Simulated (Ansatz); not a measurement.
BeS, pressure series

The reference is BeS in the zinc blende structure (space group F-43m, No. 216; a = 4.876 Å).

Cell and atoms are relaxed at each pressure.

Method: plane-wave PAW DFT at the PBE level (Ansatz, a program for electronic structure, 420 eV), scalar-relativistic without spin-orbit coupling.

Candidates:
(a) pressure 1.5 GPa
(b) pressure 10 GPa
(c) pressure 3 GPa
(d) pressure 7.5 GPa

Base values:

- Band gap: 3.15 eV

Q: Order them by band gap, highest first.

A: (a) pressure 1.5 GPa (3.11 eV), (c) pressure 3 GPa (3.08 eV), (d) pressure 7.5 GPa (2.98 eV), (b) pressure 10 GPa (2.93 eV)

Load acts through the strain it causes; cell and atoms are relaxed under it. Stability against distortions was not tested. Competing high-pressure phases were not computed.
